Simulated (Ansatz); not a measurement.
The reference is Rh in the fcc (Cu type) structure (space group Fm-3m, No. 225; a = 3.802 Å; relaxed with 0.1 eV smearing). Axes: x, y, z lie along the cube axes.

Method: r2SCAN (Ansatz, an electronic-structure program, PAW, scalar-relativistic without spin-orbit coupling).

Base values:

The pressure comes out as 0.0 GPa.

Now apply this change: tensile biaxial strain of 1.25 % in the plane normal to [111], as in epitaxy on a mismatched substrate; the out-of-plane cell vector and the atoms relax.

Question: Estimate the effect on the energy relative to the base.

Answer: The energy goes up by 7.7 meV/atom.

Question: How does this affect the out-of-plane strain?

Answer: The out-of-plane strain is -0.69 %.

Question: Predict the new pressure.

Answer: The pressure (mean of the normal stresses, compression positive) goes from zero to -4.7 GPa.

Whether these cells are dynamically stable was not tested. The final runs are not spin-polarised.
